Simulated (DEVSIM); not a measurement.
Structure: Ru/SiO2/n-Si capacitor, at 300 K.

| layer (left to right) | material | thickness (nm) | Nd (cm⁻³) |
|---|---|---|---|
| 1 | SiO2 | 19.0 | - |
| 2 | Si | 13000 | 1.9e15 |

Metal gate on the left, work function 4.7 eV. Fixed charge at the semiconductor interface -3.6e10 cm⁻² (in units of +e); no interface traps.

The device is made up for the run: typed textbook-type constants, with dimensions and the other settings drawn at random. Values at 300 K.

| parameter | SiO2 | Si |
|---|---|---|
| gap (eV) | 9 | 1.124 |
| affinity (eV) | 0.9 | 4.05 |
| permittivity | 3.9 | 11.7 |
| Nc (cm⁻³) | - | 2.86e19 |
| Nv (cm⁻³) | - | 3.1e19 |

Simulated with DEVSIM: 1D Poisson equation in equilibrium, Boltzmann statistics, complete ionisation; no quantum confinement or tunnelling. Metal contacts follow the ideal Schottky-Mott rule: no Fermi-level pinning, no interface dipoles.

Base results: capacitance of the dielectric stack (μF/cm²) 0.182; minimum of the low-frequency capacitance (μF/cm²) 0.0165; flat-band voltage (V) 0.43; threshold voltage (band bending 2φF) (V) -0.30.

Problem. What follows from this one change: SiO2 thickness 0.019 → 0.023 μm?

Solution. capacitance of the dielectric stack 0.182 → 0.150 μF/cm²; minimum of the low-frequency capacitance little changed (0.0162 μF/cm²); flat-band voltage little changed (0.44 V); threshold voltage (band bending 2φF) -0.30 → -0.32 V.

Problem. What follows from this one change: fixed charge -3.6e+10 → 1.74e+11 cm^-2?

Solution. capacitance of the dielectric stack little changed (0.182 μF/cm²); minimum of the low-frequency capacitance little changed (0.0166 μF/cm²); flat-band voltage 0.43 → 0.25 V; threshold voltage (band bending 2φF) -0.30 → -0.49 V.
